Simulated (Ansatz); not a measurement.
## BN: response to strain

The parent structure is BN in the wurtzite structure (space group P6_3mc, No. 186; a = 2.541 Å, c = 4.203 Å). Axes: x lies along a and z along c of the hexagonal cell.

Strains are applied to the cell and any free atomic positions relax.

Method: PBEsol (Ansatz, a quantum-chemistry and plane-wave program; PAW; 420 eV plane waves; no spin-orbit coupling).

Notes on the quantities. energy relative to the base: free energy F.

| uniaxial strain ε_zz (%) | energy relative to the base (meV/atom) |
|---|---|
| 0 | 0.0 |
| 0.6 | ? |
| 1.2 | 2.7 |
| 1.8 | 6.0 |
| 2.4 | 10.4 |
| 3 | 16.0 |

Problem. Fit ΔE = Aε² + Bε³ (ε in %) to the rows shown and predict the withheld row.

Solution. Least squares on the printed values gives A = 1.94 and B = -0.056 meV/atom (largest residual 0.0 meV/atom); this predicts 0.7 meV/atom, and the run gives 0.7 meV/atom, in agreement.

Stability against distortions was not tested.
